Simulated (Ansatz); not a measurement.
The (10-10) face of wurtzite GaN can be cut between different planes. Symmetric, stoichiometric slabs relaxed in the 1x1 cell (16.9 Å²): top plane Ga + N, 0.93 Å over the next in the ideal cut; top plane Ga + N, 1.86 Å over the next in the ideal cut.

All values below come from PBE (plane waves to 420 eV, PAW; Ansatz, a first-principles code).

Task: Put the candidates in order of surface energy, lowest first, for PBE.

Result: the cut with an outer spacing of 0.93 Å (1.56 J/m²), the cut with an outer spacing of 1.86 Å (3.89 J/m²)
